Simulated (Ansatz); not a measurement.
Input:

```
CELL_PARAMETERS angstrom
      0.00000     3.06293     3.06293
      3.06293     0.00000     3.06293
      3.06293     3.06293     0.00000
ATOMIC_POSITIONS crystal
  Mg 0.00000 0.00000 0.00000
  Te 0.25000 0.25000 0.25000
```

No spin polarisation.

All numbers come from plane-wave PAW DFT at the PBE level (Ansatz, a program for electronic structure, 420 eV), without spin-orbit coupling. Settings: 9×9×9 k-points, 0.05 eV Fermi–Dirac smearing.

**Question.** What is the computed electron mass?

**Answer.** 0.59 mₑ along k, 0.29 mₑ across (at X).

**Question.** What is the computed gap character?

**Answer.** Indirect, Γ → X.

**Question.** Estimate the band gap.

**Answer.** 2.58 eV.

With Te present, leaving out spin-orbit coupling can change the band edges. Load acts through the strain it causes; cell and atoms are relaxed under it. Masses are band curvatures over ±0.01 Å⁻¹ around the edge. Along k means along the line from Γ to the band edge. Stability against distortions was not tested. Tetrahedral semiconductors of this kind turn to denser phases somewhere between about 1 and 50 GPa; those were not computed, so compressed cells here can lie past the real transition. The cell was made from MgTe in the zinc blende structure (space group F-43m, No. 216) by this change: pressure 9 GPa.
